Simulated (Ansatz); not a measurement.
## Response to strain in SiC

Consider SiC in the zinc blende structure (space group F-43m, No. 216; a = 4.357 Å). Axes: x, y, z lie along the cube axes.

Strains are applied to the cell and any free atomic positions relax; under biaxial strain the out-of-plane vector relaxes too.

Level of theory: PBEsol (Ansatz, a program for electronic structure, PAW, spin-orbit coupling left out).

Candidates:
(a) biaxial strain −1.50 %, plane normal [001], relaxed out of plane
(b) biaxial strain +0.50 %, plane normal [001], relaxed out of plane
(c) biaxial strain −2.50 %, plane normal [001], relaxed out of plane
(d) biaxial strain +2.00 %, plane normal [001], relaxed out of plane
(e) biaxial strain −1.00 %, plane normal [001], relaxed out of plane

### Question
Order them by out-of-plane strain, lowest first.

### Answer
(d) biaxial strain +2.00 %, plane normal [001], relaxed out of plane (-1.45 %), (b) biaxial strain +0.50 %, plane normal [001], relaxed out of plane (-0.36 %), (e) biaxial strain −1.00 %, plane normal [001], relaxed out of plane (+0.69 %), (a) biaxial strain −1.50 %, plane normal [001], relaxed out of plane (+1.04 %), (c) biaxial strain −2.50 %, plane normal [001], relaxed out of plane (+1.71 %)

Stability against distortions was not tested.
